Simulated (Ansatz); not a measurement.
Structures of equal composition on the (111) surface of fcc Al: a layer of Pt in place of the second plane; a layer of Pt in place of the third plane. The slabs share one bottom face, and each structure is named by its start. These are constructed structures in small cells; real faces may alloy, dewet or reconstruct in larger ones, and not all known structures of the face are among them. Slabs of about 12 Å, Fermi-Dirac smearing of 0.1 eV. Bottom of the slabs: a bare face, its two planes held. Relaxed from the named starts with such symmetry as they have, on meshes of like density; energies extrapolated to zero smearing; spin only where a row says so; no spin-orbit coupling, no U. Brackets mark spin-polarised runs, whose order is one that fits the cell.

Level of theory: PBE (plane waves to 420 eV, PAW; Ansatz, a quantum-chemistry and plane-wave program).

Rank these by energy per 1x1 cell (lowest first), as PBE gives it.

a layer of Pt in place of the third plane (0.000 eV), a layer of Pt in place of the second plane (0.168 eV)
